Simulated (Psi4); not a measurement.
Psi4 1.11, PBE0/def2-svp: Nb(F)5 ([F][Nb]([F])([F])([F])[F]), 6 atoms. The geometry is a generated start, not checked to be a minimum at this level.

```yaml
task: energy
method: pbe0
basis: def2-svp
memory: 3 GB
maxiter: 100
keys_of_the_molecule_block: symmetry c1
scf_type: df (default)
e_convergence: 1e-06 (default)
d_convergence: 1e-06 (default)
dft_radial_points: 75 (default)
dft_spherical_points: 302 (default)
effective_core_potentials: those of the basis set, past Kr
basis_functions: 101
grid_points: 131197
```

```xyz
6

Nb     0.0009     0.0001     0.0004
F      1.4840    -0.9038    -0.5345
F     -0.3476     0.2109     1.7713
F     -1.1385     0.6900    -1.2365
F     -0.9283    -1.5235     0.0034
F      0.9295     1.5261    -0.0041
```

Charge 0 and multiplicity 1 are set for this test and not shown to be the ground state.

With the defaults (diis = true, scf_initial_accelerator = adiis, damping_percentage = 0, diis_max_vecs = 10, guess = auto, which took SAD, diis_start = 1, soscf = false, soscf_start_convergence = 0.01) it converges in 9 SCF iterations. One run each on 2 threads, with these changes:
- soscf = true, soscf_start_convergence = 0.001
- diis_start = 4
- guess = modhuckel
- diis_max_vecs = 20
- guess = core
- diis_max_vecs = 6
- diis = false, scf_initial_accelerator = none, damping_percentage = 60
- guess = sap
- diis_max_vecs = 3

Question: Which of these changes keep the SCF from converging, or lead it to another solution?

Answer: No convergence: diis = false, scf_initial_accelerator = none, damping_percentage = 60 (the run ends without SCF convergence in 100 iterations). The rest reach the solution of the defaults.

| setting | SCF iterations | JK calls | end |
|---|---|---|---|
| soscf = true, soscf_start_convergence = 0.001 | 7 | 18 | same solution |
| the defaults | 9 | 10 | same solution |
| diis_max_vecs = 20 | 9 | 10 | same solution |
| diis_max_vecs = 6 | 9 | 10 | same solution |
| guess = modhuckel | 10 | 24 | same solution |
| guess = sap | 11 | 11 | same solution |
| guess = core | 12 | 12 | same solution |
| diis_start = 4 | 15 | 16 | same solution |
| diis_max_vecs = 3 | 15 | 16 | same solution |
| diis = false, scf_initial_accelerator = none, damping_percentage = 60 | 100 | 101 | no convergence |

An SOSCF iteration holds several JK calls; a Hückel guess adds calls on atoms. 1 further run of the study ended by our limits or in an error and is left out.
